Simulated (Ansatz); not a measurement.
SeS (Fm-3m, No. 225, 2 atoms in the cell; start mp-2559) was calculated with LDA in Ansatz (PAW).

Numerical settings: plane-wave cutoff 520 eV, 18×18×18 k mesh, Fermi–Dirac smearing 0.05 eV, scalar-relativistic PAW data made under PBE.

Cell (relaxed at this level):

```
CELL_PARAMETERS angstrom
      0.00000     2.65359     2.65359
      2.65359     0.00000     2.65359
      2.65359     2.65359     0.00000
ATOMIC_POSITIONS crystal
  Se 0.50000 0.50000 0.50000
  S  0.00000 0.00000 0.00000
```

**Question.** Predict the bulk modulus B0.

**Answer.** 
* **bulk modulus B0**: 93.7 GPa

The run finds no gap.

Note: the bulk modulus is −V dP/dV from two relaxed cells at ±2 % in volume; the relaxation could not lower the start's symmetry, so the cell can be a saddle point above a distorted one.

Static lattice: no zero-point or thermal effects.

Computing time: very roughly 40 core-seconds.

A start named mp-… is a Materials Project structure, which need not be a measured phase.

Ansatz is a first-principles code.
